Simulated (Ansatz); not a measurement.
A computed series for KCl: pressure series

Consider KCl in the CsCl type structure (space group Pm-3m, No. 221; a model cell).

```xyz
2
Lattice="3.7374 0.0000 0.0000 0.0000 3.7374 0.0000 0.0000 0.0000 3.7374" Properties=species:S:1:pos:R:3 pbc="T T T"
K      0.0000     0.0000     0.0000
Cl     1.8687     1.8687     1.8687
```

Cell and atoms are relaxed at each pressure.

Calculations: PBEsol (Ansatz, a program for electronic structure; PAW; 420 eV plane waves; scalar-relativistic without spin-orbit coupling).

```json
[
 {"P (GPa)": "-1.99", "V (Å³/atom)": "29.527"},
 {"P (GPa)": "-1.00", "V (Å³/atom)": "27.496"},
 {"P (GPa)": "0.90", "V (Å³/atom)": "25.152"},
 {"P (GPa)": "2.10", "V (Å³/atom)": "24.133"},
 {"P (GPa)": "4.50", "V (Å³/atom)": "22.613"},
 {"P (GPa)": "9.00", "V (Å³/atom)": "20.713"},
 {"P (GPa)": "14.98", "V (Å³/atom)": "19.061"},
 {"P (GPa)": "22.50", "V (Å³/atom)": "17.646"},
 {"P (GPa)": "30.00", "V (Å³/atom)": "16.615"}
]
```

### Question
Fit a third-order Birch–Murnaghan equation of state.

### Answer
Least squares on P(V) = (3B₀/2)[(V₀/V)^(7/3) − (V₀/V)^(5/3)]·[1 + (3/4)(B₀′ − 4)((V₀/V)^(2/3) − 1)] gives V₀ = 26.13 Å³/atom, B₀ = 22 GPa and B₀′ = 4.8.

Between the base and pressure 2.1 GPa the gap moves from 4.96 eV to 5.34 eV, a mean slope of 180 meV/GPa.

Load acts through the strain it causes; cell and atoms are relaxed under it. Stability against distortions was not tested. Competing high-pressure phases were not computed. This is not the structure that KCl has at room temperature and ambient pressure.
